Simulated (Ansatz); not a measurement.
# Response to strain in WSi2

Take WSi2 (space group I4/mmm, No. 139; a = 3.2114 Å, c = 7.8048 Å; relaxed with 0.1 eV smearing) as the base. Axes: x, y, z lie along a, b, c of the conventional cell.

Strains are applied to the cell and any free atomic positions relax; under biaxial strain the out-of-plane vector relaxes too; under stress the whole cell relaxes.

The values are results of r2SCAN, PAW, 500 eV (Ansatz, a quantum-chemistry and plane-wave program; scalar-relativistic without spin-orbit coupling), not measurements.

Notes on the quantities. pressure: mean of the normal stresses, compression positive.

| change | pressure | volume per atom | space group |
|---|---|---|---|
| base | 0.0 GPa | 13.42 Å³ | I4/mmm (No. 139) |
| biaxial strain −2.28 %, plane normal [001], relaxed out of plane | 8.9 GPa | (withheld) | I4/mmm (No. 139) |
| biaxial strain −0.74 %, plane normal [001], relaxed out of plane | 2.7 GPa | 13.25 Å³ | I4/mmm (No. 139) |
| biaxial strain +0.51 %, plane normal [001], relaxed out of plane | -1.8 GPa | (withheld) | I4/mmm (No. 139) |
| biaxial strain +1.82 %, plane normal [001], relaxed out of plane | -6.0 GPa | (withheld) | I4/mmm (No. 139) |
| isotropic strain −1.42 % | 11.1 GPa | 12.85 Å³ | I4/mmm (No. 139) |
| uniaxial strain ε_xx = +0.81 % | -1.8 GPa | 13.52 Å³ | Immm (No. 71) |
| uniaxial strain ε_yy = −0.13 % | 0.3 GPa | 13.40 Å³ | Immm (No. 71) |
| tensor shear ε_xy = +0.62 % | 0.0 GPa | 13.42 Å³ | Fmmm (No. 69) |
| uniaxial stress, 2 GPa tension along z | – | (withheld) | I4/mmm (No. 139) |

Question: Complete the table.

Answer: 
- biaxial strain −2.28 %, plane normal [001], relaxed out of plane, volume per atom: 12.92 Å³
- biaxial strain +0.51 %, plane normal [001], relaxed out of plane, volume per atom: 13.53 Å³
- biaxial strain +1.82 %, plane normal [001], relaxed out of plane, volume per atom: 13.83 Å³
- uniaxial stress, 2 GPa tension along z, volume per atom: 13.45 Å³

Beyond what the load breaks, stability against distortions was not tested. The final runs are not spin-polarised.
